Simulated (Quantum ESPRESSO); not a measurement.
```
YCo5
1.0
    4.92756     0.00000     0.00000
   -2.46378     4.26739     0.00000
    0.00000     0.00000     3.96074
Y Co
1 5
Cartesian
  0.00000   0.00000   0.00000
  0.00000   2.84493   0.00000
  2.46378   1.42246   0.00000
  2.46378   0.00000   1.98037
  1.23189   2.13370   1.98037
 -1.23189   2.13370   1.98037
```
Moments meant for the start (each program seeds them in its own way; μB, in the order of the atoms Y Co Co Co Co Co): 0.0 3.0 3.0 3.0 3.0 3.0.

Method of the run: PBEsol, PSlibrary ultrasoft (PBE) pseudopotentials (plane waves; Quantum ESPRESSO).

The set-up and first iterations of a Quantum ESPRESSO log for YCo5 (P6/mmm, 6 atoms in the cell):

```
     file Y.pbe-spn-rrkjus_psl.1.0.0.UPF: wavefunction(s)  4S renormalized
     file Co.pbe-n-rrkjus_psl.1.0.0.UPF: wavefunction(s)  3D renormalized

     Message from routine setup:
     using ibrav=0 with symmetry is DISCOURAGED, use correct ibrav instead
     G-vector sticks info
     --------------------
     sticks:   dense  smooth     PW     G-vecs:    dense   smooth      PW
     Sum        2083    1189    349                62283    26745    4171

     bravais-lattice index     =            0
     lattice parameter (alat)  =       9.3117  a.u.
     unit-cell volume          =     562.0402 (a.u.)^3
     number of atoms/cell      =            6
     number of atomic types    =            2
     number of electrons       =        56.00
     number of Kohn-Sham states=           34
     kinetic-energy cutoff     =      50.0000  Ry
     charge density cutoff     =     350.0000  Ry
     scf convergence threshold =      1.0E-10
   [... lines left out ...]
     Co                9.00    58.93320     Co( 1.00)

     Starting magnetic structure
     atomic species   magnetization
     Y               0.000
     Co              0.333

     24 Sym. Ops., with inversion, found

   Cartesian axes

     site n.     atom                  positions (alat units)
         1        Y      tau(   1) = (   0.0000000   0.0000000   0.0000000  )
         2        Co     tau(   2) = (  -0.0000000   0.5773503   0.0000000  )
         3        Co     tau(   3) = (   0.5000000   0.2886751   0.0000000  )
         4        Co     tau(   4) = (   0.5000000   0.0000000   0.4018967  )
         5        Co     tau(   5) = (   0.2500000   0.4330127   0.4018967  )
         6        Co     tau(   6) = (  -0.2500000   0.4330127   0.4018967  )

     number of k points=    12  Fermi-Dirac smearing, width (Ry)=  0.0073
                       cart. coord. in units 2pi/alat
        k(    1) = (   0.0000000   0.0000000   0.0000000), wk =   0.0125000
        k(    2) = (   0.0000000   0.0000000   0.2488202), wk =   0.0250000
        k(    3) = (   0.0000000   0.0000000   0.4976403), wk =   0.0250000
   [... 9 lines left out ...]

     Dense  grid:    62283 G-vectors     FFT dimensions: (  60,  60,  45)

     Smooth grid:    26745 G-vectors     FFT dimensions: (  45,  45,  36)

     Initial potential from superposition of free atoms

     starting charge      55.9946, renormalised to      56.0000
     Self-consistent Calculation

     iteration #  1     ecut=    50.00 Ry     beta= 0.20

     Threshold (ethr) on eigenvalues was too large:
     Diagonalizing with lowered threshold

     total energy              =    -462.34364648 Ry
     estimated scf accuracy    <       0.33682471 Ry

     total magnetization       =     8.30 Bohr mag/cell
     absolute magnetization    =     8.63 Bohr mag/cell

     iteration #  2     ecut=    50.00 Ry     beta= 0.20

     total energy              =    -462.32675379 Ry
     estimated scf accuracy    <       1.33905592 Ry

     total magnetization       =     8.21 Bohr mag/cell
     absolute magnetization    =     8.65 Bohr mag/cell

     iteration #  3     ecut=    50.00 Ry     beta= 0.20

     total energy              =    -462.39443684 Ry
     estimated scf accuracy    <       0.15668631 Ry

     total magnetization       =     8.19 Bohr mag/cell
     absolute magnetization    =     8.70 Bohr mag/cell
```

Q: Will this run converge, and how will it end?

A: The run converged in 25 iterations. Convergence of the loop says nothing yet on basis, mesh or lower states. Warnings to mind: c_bands:  1 eigenvalues not converged. It ends on: free energy E − TS -6292.1440 eV; Fermi level (on the code's own zero) 12.68 eV; pressure -8.82 GPa; size of the cell's spin moment 7.16 μB; site moments (μB, in the program's spheres or projections) Y -0.18, Co 1.56, Co 1.56, Co 1.59, Co 1.59, Co 1.59. The log goes on:

```
   [... 20 blocks of this kind left out ...]

     iteration # 24     ecut=    50.00 Ry     beta= 0.20

     total energy              =    -462.46405450 Ry
     estimated scf accuracy    <          8.8E-10 Ry

     total magnetization       =     7.16 Bohr mag/cell
     absolute magnetization    =     8.66 Bohr mag/cell

     iteration # 25     ecut=    50.00 Ry     beta= 0.20

     Magnetic moment per site  (integrated on atomic sphere of radius R)
     atom   1 (R=0.238)  charge=  8.5519  magn= -0.1781
     atom   2 (R=0.204)  charge=  7.4927  magn=  1.5625
     atom   3 (R=0.204)  charge=  7.4927  magn=  1.5625
     atom   4 (R=0.204)  charge=  7.4804  magn=  1.5869
     atom   5 (R=0.204)  charge=  7.4804  magn=  1.5869
     atom   6 (R=0.204)  charge=  7.4804  magn=  1.5869
     End of self-consistent calculation

     the Fermi energy is    12.6779 ev

!    total energy              =    -462.46405450 Ry
     estimated scf accuracy    <          5.7E-11 Ry
     smearing contrib. (-TS)   =      -0.02143905 Ry
     internal energy E=F+TS    =    -462.44261545 Ry

     total magnetization       =     7.16 Bohr mag/cell
     absolute magnetization    =     8.66 Bohr mag/cell

     convergence has been achieved in  25 iterations

     Forces acting on atoms (cartesian axes, Ry/au):

     atom    1 type  1   force =    -0.00000000    0.00000000   -0.00000000
   [... zero for the other atoms too ...]

     Total force =     0.000000     Total SCF correction =     0.000000

          total   stress  (Ry/bohr**3)                   (kbar)     P=      -88.15
  -0.00058439  -0.00000000   0.00000000          -85.97       -0.00        0.00
  -0.00000000  -0.00058439   0.00000000           -0.00      -85.97        0.00
   0.00000000   0.00000000  -0.00062896            0.00        0.00      -92.52

   JOB DONE.
```

For comparison: a first run was changed to give this one (K_POINTS: automatic 5 5 6 0 0 0 → automatic 4 4 5 0 0 0), and from it to this one the free energy goes down by 6.2 meV/atom, the pressure goes from -8.63 to -8.82 GPa and the size of the net moment moves little (1.21 to 1.19 μB/atom).

The starting cell comes from a database of computed structures (which also holds hypothetical and non-ambient phases and stackings), without a prior relaxation at this level. The magnetic order is the one reached from the typed start; others were not searched systematically. With a pressure of about -9 GPa the cell is away from its equilibrium volume at this level.

The run was DFT, PBEsol, plane waves, PSlibrary ultrasoft (PBE) pseudopotentials. Main settings of its input:

```
setting                                                                       value
-----------  ----------------------------------------------------------------------
ecutwfc                                                                       50 Ry
ecutrho                                                                      350 Ry
occupations                                                                smearing
smearing                                                                         fd
degauss                                                                0.0073499 Ry
nspin                                                                             2
input_dft                                                                    pbesol
potentials   {Y: Y.pbe-spn-rrkjus_psl.1.0.0.UPF, Co: Co.pbe-n-rrkjus_psl.1.0.0.UPF}
K_POINTS                                                      automatic 4 4 5 0 0 0
conv_thr                                                                   1e-10 Ry
mixing_beta                                                                     0.2
```
